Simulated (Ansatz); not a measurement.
Take ZrS₂ in the CdI2 type structure (space group P-3m1, No. 164; a = 3.674 Å, c = 5.860 Å; layered, stacked along the Cartesian z axis) as the base.

Level of theory: r2SCAN+rVV10 (Ansatz, an electronic-structure program), spin-orbit coupling left out.

Base values:

* **Band gap**: 1.17 eV
* **Smallest direct gap**: 1.81 eV
* **Lattice parameter a**: 3.674 Å
* **Gap character**: indirect, K–Γ (87 % along) → L

The change: a hydrostatic pressure of 1.5 GPa.

**Question.** Estimate the effect on the band gap, smallest direct gap, lattice parameter a and gap character.

**Answer.** The band gap drops by 0.19 eV to 0.98 eV; the smallest direct gap falls by 0.14 eV, from 1.81 eV to 1.67 eV; the lattice parameter a drops by 0.0236 Å, from 3.674 Å to 3.651 Å; the gap character goes from indirect, K–Γ (87 % along) → L to indirect, Γ → L.

Load acts through the strain it causes; cell and atoms are relaxed under it. Whether these cells are dynamically stable was not tested.
